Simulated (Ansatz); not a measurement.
The starting structures come from a database of crystals and need not be the phases stable at ambient conditions.

Tunnelling through a barrier is set by its complex band structure: the current falls as exp(−2κd) with the smallest κ.

Data:

```
AlK2LiP2
1.0
    6.12420     0.00000     0.00000
   -3.06210     8.06756     0.00000
    0.00000    -2.35369     5.69537
K Li Al P
4 2 2 4
Direct
  0.82685   0.65370   0.09955
  0.17315   0.34630   0.90045
  0.67315   0.34630   0.44585
  0.32685   0.65370   0.55415
  0.75000   0.00000   0.50000
  0.25000   0.00000   0.50000
  0.75000   0.00000   0.00000
  0.25000   0.00000   0.00000
  0.91164   0.82328   0.69059
  0.08836   0.17672   0.30941
  0.58836   0.17672   0.86731
  0.41164   0.82328   0.13269
```

Space group of this cell: Ibam. The cell is taken as given; by r2SCAN its mean pressure is -0.7 GPa.

Transport runs along the normal of the first two printed cell vectors.

The gap is the functional's own, uncorrected, and κ follows it; spin-orbit coupling is left out. Mid-gap values are interpolated between the computed energies.

### Question
Give the band gap and the smallest decay constant κ at mid-gap that Ansatz (an electronic-structure program) with r2SCAN yields.

### Answer
Gap 2.26 eV on a 6×6×6 mesh; κ = 0.221 1/Å, at the zone centre.
